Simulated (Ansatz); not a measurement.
## Zr: element substitutions

Take Zr in the hcp (Mg type) structure (space group P6_3/mmc, No. 194; a = 3.1847 Å, c = 5.1172 Å) as the base.

Each row replaces one element on all its sites; cell and atoms are relaxed.

The values are results of Ansatz (a first-principles code), PBEsol, PAW, cutoff 420 eV, without spin-orbit coupling, earlier PAW set, not measurements.

Candidates:
(a) Zr → Ti
(b) Zr → Zn
(c) Zr → Sc

Base values:

- Lattice parameter a: 3.185 Å

**Question.** Order them by lattice parameter a, lowest first.

**Answer.** (b) Zr → Zn (2.635 Å), (a) Zr → Ti (2.900 Å), (c) Zr → Sc (3.277 Å)

No phonon test of stability was made. The final runs are not spin-polarised.
